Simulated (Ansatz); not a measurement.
The parent structure is LiCl in the rock salt structure (space group Fm-3m, No. 225; a = 5.112 Å). Axes: x, y, z lie along the cube axes.

The values are results of Ansatz (a first-principles code) r2SCAN, no SOC, not measurements.

Free-standing slabs (2 atom(s) a layer) normal to the z axis with 15 Å of vacuum; in-plane cell held at bulk.

One change was made to it. Results:

```json
[
 {"quantity": "smallest direct gap", "base": "7.29 eV", "after": "6.77 eV"},
 {"quantity": "gap character", "base": "–", "after": "indirect, X → Γ"},
 {"quantity": "band gap", "base": "7.29 eV", "after": "6.74 eV"}
]
```

Task: Which change produced these results?
(A) 5 layers
(B) 1 layer
(C) 3 layers
(D) 2 layers

Result: A, 5 layers. For comparison, the band gap in the other runs: 1 layer gives 6.06 eV; 2 layers gives 6.64 eV; 3 layers gives 6.63 eV.

Stability against distortions was not tested. k-point labels follow each cell's own Brillouin zone.
